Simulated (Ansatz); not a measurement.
GaN (model structure, started from the HgO type, P6₄22, No. 181, 6 atoms in the cell), treated with r²SCAN (PAW; Ansatz, an electronic-structure program).

Numerical settings: plane-wave cutoff 560 eV, 18×18×8 k mesh (along the axes of the cell as run), Fermi–Dirac smearing 0.05 eV, scalar-relativistic PAW data made under PBE.

Cell (relaxed at this level):

```
GaN
1.0
    3.12451     0.00000     0.00000
   -1.56225     2.70590     0.00000
    0.00000     0.00000     7.37147
Ga N
3 3
Direct
  0.49999   0.49999   0.50000
  0.50001   0.00000   0.83333
  0.00000   0.50001   0.16667
  0.50000   0.50000   0.00000
  0.50000   0.00000   0.33333
  0.00000   0.50000   0.66667
```

**Question.** Predict the band gap and smallest direct gap on the k points sampled.

**Answer.** 
band gap: 1.89 eV (indirect)
smallest direct gap on the k points sampled: 1.94 eV

Note: the relaxation could raise the start's symmetry but not lower it, so the cell can be a saddle point.

Spin–orbit coupling is not included.

Cost on a shared machine: about 4 core-minutes (a rough figure).

A model structure was made by putting elements into a prototype or built by hand; it is no filed structure, need not be a known phase, and can be a saddle point held by its symmetry.
